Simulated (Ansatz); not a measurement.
Polymorphs of V2O5, PBEsol, rigid bands in Ansatz (a program for electronic structure); geometry: cell and atoms relaxed with PBEsol.
- Pmmn, primitive cell of 14: a = 3.5373 Å, b = 11.5135 Å, c = 4.3660 Å, α = 90.00°, β = 90.00°, γ = 90.00°
- C2/c, primitive cell of 14: a = b = 6.365 Å, c = 5.305 Å, α = β = 102.72°, γ = 42.75°

```csv
Space group,volume per atom (Å³),band gap,electron conductivity mass,hole conductivity mass,"Seebeck coefficient, n-type 1e19 cm⁻³"
Pmmn,12.7,…,3.0 mₑ,3.3 mₑ,…
C2/c,10.1,1.32 eV,1.31 mₑ,2.4 mₑ,-442 μV/K
```

Problem. Some entries are withheld; supply them.

Solution. 
- Pmmn, band gap: 1.82 eV
- Pmmn, Seebeck coefficient, n-type 1e19 cm⁻³: -441 μV/K

Masses are for dilute carriers at 300 K, harmonic means over directions unless an axis is named. Seebeck coefficients are for the stated density at 300 K, with one relaxation time for all states and whether or not that doping can be reached. Spin-orbit coupling is left out.

Formula and space group known from diffraction (Crystallography Open Database), not checked to be the room-temperature form: V2O5 (Pmmn). Computed structure with no diffraction record at hand here (it may be known, metastable or hypothetical): V2O5 (C2/c). Treated as nonmagnetic, magnetic states not searched for: V2O5 (C2/c), V2O5 (Pmmn).
